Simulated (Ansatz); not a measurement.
An ideal cubic perovskite cell is held by its symmetry; such compounds can tilt or shift off centre at room temperature. The starting structures come from a database of crystals and need not be the phases stable at ambient conditions.

The first run of each system starts from parallel moments on all its atoms from V to Ni; any other order comes from its own run or couplings.

Consider the following.

```yaml
crystal:
  lattice:
    - [4.12936, 0.00000, 0.00000]
    - [0.00000, 4.12936, 0.00000]
    - [0.00000, 0.00000, 4.12936]
  atoms:
    - { symbol: K, position: [0.00000, 0.00000, 0.00000] }
    - { symbol: V, position: [0.50000, 0.50000, 0.50000] }
    - { symbol: F, position: [0.00000, 0.50000, 0.50000] }
    - { symbol: F, position: [0.50000, 0.00000, 0.50000] }
    - { symbol: F, position: [0.50000, 0.50000, 0.00000] }
```

Space group of this cell: Pm-3m, cubic perovskite. The cell is taken as given; by PBEsol+U its mean pressure is 0.8 GPa.

Signs of the converged moments (0: under 0.4 μB), in the order of the atoms: 0 + 0 0 0.

These are PBEsol+U (plane waves, PAW; Ansatz, a first-principles code) values and carry that method's errors.

Files: default PAW set, 420 eV.

Couplings at constrained moments on a 6×6×6 mesh, U_eff V 3.25 eV. Fermi-Dirac width 0.05 eV. 

The moments are then reversed from cell to cell at q = (0.5, 0.5, 0.5) of this cell's reciprocal vectors.

Question: How does the energy change, and is the new order stable?

Answer: It shrinks by 37 meV a cell of 5 atoms (meshes of like density). The new order is stable against small rotations, with a Tyablikov temperature of 94 K.
